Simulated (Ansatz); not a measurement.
**BN: isotropic strain +2.00 %**

Base system: BN in the zinc blende structure (space group F-43m, No. 216; a = 3.610 Å).

One thing is altered: an isotropic linear strain of +2.00 %, atoms relaxed at fixed cell.

Level of theory: r2SCAN (Ansatz, a program for electronic structure; PAW; 500 eV plane waves; no spin-orbit coupling). Settings: 16×16×16 k-points, 0.05 eV Fermi–Dirac smearing.

| quantity | base | changed | shift |
|---|---|---|---|
| volume per atom | 5.88 Å³ | 6.24 Å³ | +0.36 Å³ |
| space group | F-43m (No. 216) | F-43m (No. 216) | – |
| shortest interatomic distance | 1.563 Å | 1.594 Å | +0.031 Å |
| energy relative to the base (free energy F) | 0 meV/atom | +25 meV/atom | +25 meV/atom |
| pressure | 0.00 GPa | -20.88 GPa | -20.88 GPa |
| band gap | 5.00 eV | 4.92 eV | -0.08 eV |
| gap character | indirect, Γ → X | indirect, Γ → X | – |
| smallest direct gap | 9.59 eV | 9.29 eV | -0.30 eV |
| mean gap deformation potential ΔEg/Δln V | – | -1.3 eV | – |
| width of the top valence band | 6.70 eV | 6.29 eV | -0.41 eV |
| electron mass | 0.87 mₑ along k, 0.29 mₑ across (at X) | 0.90 mₑ along k, 0.30 mₑ across (at X) | – |
| hole mass (degenerate bands, along [100]) | 0.48, 0.51, 0.51 mₑ (at Γ) | 0.46, 0.53, 0.53 mₑ (at Γ) | – |

Effective masses come from finite differences of ±0.01 Å⁻¹. Along k means along the line from Γ to the band edge. No phonon test of stability was made.
